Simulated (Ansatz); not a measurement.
**Ge: point defects**

The reference is a 16-atom supercell of Ge in the diamond structure (space group Fd-3m, No. 227; a = 5.674 Å) at its relaxed geometry.

One neutral defect a cell, atoms relaxed at fixed cell.

Level of theory: r2SCAN, PAW, 500 eV (Ansatz, an electronic-structure program; no spin-orbit coupling).

```csv
variant,largest displacement of a host atom from its site in the perfect cell,pressure
perfect supercell,–,0.0 GPa
"Ge interstitial (started 2.32 Å from the nearest host atom), symmetric start",0.60 Å,5.3 GPa
Cd on a Ge site,0.07 Å,[?]
Ge vacancy,[?],-1.3 GPa
Si on a Ge site,0.03 Å,-0.7 GPa
```

Q: What belongs in the blanks?

A: 
- Cd on a Ge site, pressure: 1.9 GPa
- Ge vacancy, largest displacement of a host atom from its site in the perfect cell: 0.08 Å

The magnetic state is the one reached from the starting moments; the real material's order can differ, and small cells can't hold many antiferromagnetic ones. The cell is small, so the values are those of an ordered compound at a high defect concentration; dilute-limit values will differ. The mesh was chosen for an insulator and is coarse for the gapless case. Defects with a symmetric start kept the site's symmetry and may sit on a saddle; the others started slightly shaken. Starting moments died away, wholly or in part, for Ge interstitial (started 2.32 Å from the nearest host atom), Ge vacancy and Si on a Ge site; another magnetic solution may exist.
